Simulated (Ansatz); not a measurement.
# GaSb: biaxial strain +0.83 %, plane normal [111], relaxed out of plane

The reference is GaSb in the zinc blende structure (space group F-43m, No. 216; a = 6.049 Å). Axes: x, y, z lie along the cube axes.

Modification: tensile biaxial strain of 0.83 % in the plane normal to [111], as in epitaxy on a mismatched substrate; the out-of-plane cell vector and the atoms relax.

Computed with Kohn–Sham DFT with the LDA functional, run in Ansatz (a quantum-chemistry and plane-wave program) with PAW and 420 eV plane waves, no spin-orbit coupling. Γ-centred 13×13×13 mesh, Fermi–Dirac width 0.05 eV.

```csv
quantity,base,changed,shift
space group,F-43m (No. 216),R3m (No. 160),–
shortest interatomic distance,2.619 Å,2.621 Å,+0.002 Å
energy relative to the base (free energy F),0 meV/atom,+1.5 meV/atom,+1.5 meV/atom
band gap (uncertain: the Fermi level lies in a band; the base alone),0.07 eV,zero,–
out-of-plane strain (rough),–,-0.41 %,–
mean in-plane stress (compression positive) (rough),–,-1.0 GPa,–
```

Final structure (turned so that z lies along the plane normal):

```yaml
crystal:
  lattice:
    - [4.31264, 0.00000, 0.00000]
    - [2.15632, 3.73486, 0.00000]
    - [2.15632, -1.24495, 3.47808]
  atoms:
    - { symbol: Ga, position: [0.00123, 0.99938, 0.99815] }
    - { symbol: Sb, position: [0.49877, 0.25062, 0.75185] }
```

Cost of the whole job for the changed cell (relaxation, final SCF and bands): around 70 core-seconds (rough).

Without a gap, meshes like the base's 13×13×13 leave anisotropic stresses uncertain by several tenths of a GPa, and small strain energies with them. Spin-orbit coupling, missing from the scalar runs, can matter with Sb. Stability against distortions was not tested. The final runs are not spin-polarised. Gaps under 0.05 eV, about the width of the smearing, are given as zero. The zero or small gap of GaSb can change with the level of theory.
